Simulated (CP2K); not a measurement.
Band structure of K (Im-3m, 1 atom in the cell).

```yaml
crystal:
  lattice:
    - [4.57261, 0.00000, 0.00000]
    - [-1.52421, 4.31110, 0.00000]
    - [-1.52421, -2.15555, 3.73352]
  atoms:
    - { symbol: K, position: [0.00000, 0.00000, 0.00000] }
```

Computed with PBE, GPW, DZVP-MOLOPT-PBE-GTH basis, GTH-PBE potentials (POTENTIAL_UZH) (CP2K 2026.2).

Settings: CUTOFF = 500 Ry; REL_CUTOFF = 50 Ry; SMEAR/METHOD = GAUSSIAN; SIGMA = 0.136 eV; KPOINTS/SCHEME = MONKHORST-PACK 9 9 9; XC_FUNCTIONAL = PBE; K/BASIS_SET = DZVP-MOLOPT-PBE-GTH-q9; K/POTENTIAL = GTH-PBE-q9; METHOD = GPW; EPS_DEFAULT = 1e-10; EXTRAPOLATION = USE_GUESS; NGRIDS = 5; SCF_GUESS = ATOMIC; EPS_SCF = 1e-07.

The starting cell has typed, rounded lattice constants, without a prior relaxation at this level. Values carry the incompleteness of an atom-centred basis.

Levels in eV from the Fermi level, bands 1 to 6:
| point | 1 | 2 | 3 | 4 | 5 | 6 |
|---|---|---|---|---|---|---|
| Γ | -32.14 | -15.60 | -15.60 | -15.60 | -2.15 | 4.42 |
| H | -32.14 | -15.65 | -15.65 | -15.65 | 1.89 | 1.89 |
| N | -32.14 | -15.67 | -15.63 | -15.60 | 0.44 | 0.67 |
| P | -32.14 | -15.64 | -15.64 | -15.64 | 1.49 | 1.49 |

Bands cross the Fermi level along this path, so the cell is metallic at this level.

Higher empty bands are left out: an atom-centred basis made for the valence describes them poorly.
